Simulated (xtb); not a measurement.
xtb 6.7.1, GFN1-xTB: N[SiH2]c1ccc([SiH2]F)cc1, 20 atoms. The geometry is a generated start, not checked to be a minimum at this level.

```
Quantity                                                                                                       Result
------------------------  -------------------------------------------------------------------------------------------
method                                                                                                       GFN1-xTB
--acc                                                                                                     1 (default)
--etemp (K)                                                                                             300 (default)
detailed input (--input)  none: ANC optimiser, Lindh (1995) Hessian, microcycle=20, maxdispl=1.0, hlow=0.01 (default)
basis functions                                                                                                    72
valence electrons                                                                                                  54
```

```xyz
20

Si     3.6315     0.5900    -0.1447
F      4.2014    -0.2909    -1.3692
C      1.8071     0.1819     0.0395
C      1.0181     0.8534     0.9728
C     -0.3288     0.5765     1.0963
C     -0.9483    -0.3816     0.2969
C     -0.1549    -1.0596    -0.6237
C      1.1937    -0.7869    -0.7523
Si    -2.8169    -0.6942     0.3972
N     -3.7597     0.2924    -0.6631
H      4.4307     0.1811     1.0025
H      3.8508     1.9731    -0.5502
H      1.4734     1.6015     1.6069
H     -0.9180     1.1135     1.8278
H     -0.6056    -1.8159    -1.2523
H      1.7832    -1.3290    -1.4779
H     -3.0888    -2.0709    -0.0163
H     -3.2849    -0.3634     1.7435
H     -3.6713     0.1473    -1.6573
H     -3.8127     1.2817    -0.4766
```

The structure is relaxed from this start with --opt LEVEL for the levels crude, sloppy, loose, lax, normal, tight, vtight, extreme, once each. Up to the end of the extreme run atoms move by at most 1.3 Å along an axis.

**Question.** Choose the cheapest level whose final energy lies within 1 meV of that of extreme.

**Answer.** vtight: 104 cycles against 110, ending 0.0087 meV above.

```csv
level,cycles,energy above the extreme run (meV),gradient norm (eV/Å)
crude,5,42,0.26
sloppy,6,41,0.23
loose,8,39,0.098
lax,10,38,0.086
normal,15,37,0.019
tight,21,37,0.0060
vtight,104,under 0.01,0.0094
extreme,110,—,0.0012
```
